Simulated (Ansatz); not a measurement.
Symmetric slabs, relaxed from ideal cuts in 1x1 cells, of elemental solids: surface energy (J/m²) by functional, in Ansatz (plane waves, PAW). All structures are PBE's; the other columns are single points with references at the same level. No spin-orbit coupling, Hubbard U or dispersion. The rows are a random draw from the class, without slabs that broke up, higher cuts of a face and adsorbates that left their site.

| system | PBE (J/m²) | r2SCAN (J/m²) |
|---|---|---|
| hcp Lu (10-13), ideal cut with outer spacing 1.30 Å | 1.20 | 1.31 |
| hcp Cd (21-32), ideal cut with outer spacing 0.63 Å | 0.49 | 0.66 |
| hcp Os (30-32), ideal cut with outer spacing 0.75 Å | 3.56 | 3.83 |
| fcc Ir (320), ideal cut with outer spacing 0.54 Å | 2.98 | 3.24 |
| bcc K (310), ideal cut with outer spacing 1.67 Å | 0.12 | 0.13 |
| fcc Pt (311), ideal cut with outer spacing 1.20 Å | 1.81 | 2.02 |
| fcc Ir (321), ideal cut with outer spacing 0.52 Å | 2.87 | ? |
| tetragonal indium (213), ideal cut with outer spacing 1.11 Å | 0.35 | 0.38 |

Fit a straight line y = a·x + b by least squares to the 7 complete rows (x: PBE (J/m²); y: r2SCAN (J/m²)).

the means are x̄ = 1.5014 and ȳ = 1.6529; Σ(x − x̄)² = 10.867 and Σ(x − x̄)(y − ȳ) = 11.619, so a = 1.069 and b = ȳ − a·x̄ = 0.048. The largest residual is 0.089.

What does the line predict for the withheld row, fcc Ir (321), ideal cut with outer spacing 0.52 Å, and what did the calculation give?

the line gives 3.12; the calculation gave 3.13, a miss of 0.01, of the size of the fitted rows' scatter and rounding.

Ansatz is a program for electronic structure.
